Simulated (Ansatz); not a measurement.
The decay constant κ of evanescent states in the gap governs leakage through a thin film.

Input:

```
CELL_PARAMETERS angstrom
      3.13498     0.00000     0.00000
     -1.56749     2.71497     0.00000
      0.00000     0.00000     5.14616
ATOMIC_POSITIONS crystal
  Si 0.33333 0.66667 0.49960
  Si 0.66667 0.33333 0.99960
  C  0.33333 0.66667 0.87540
  C  0.66667 0.33333 0.37540
```

The cell is strained (all lengths scaled by 1.02); by r2SCAN it stands under a pressure of -11.7 GPa.

Transport runs along the normal of the first two printed cell vectors, the (001) plane of the conventional cell.

No gap correction and no spin-orbit coupling; mid-gap is the computed energy nearest the middle.

Question: Predict the band gap and the smallest decay constant κ at mid-gap from r2SCAN (Ansatz, a program for electronic structure).

Answer: Gap 2.73 eV on a 12×12×6 mesh; κ = 0.234 1/Å, at the zone centre.
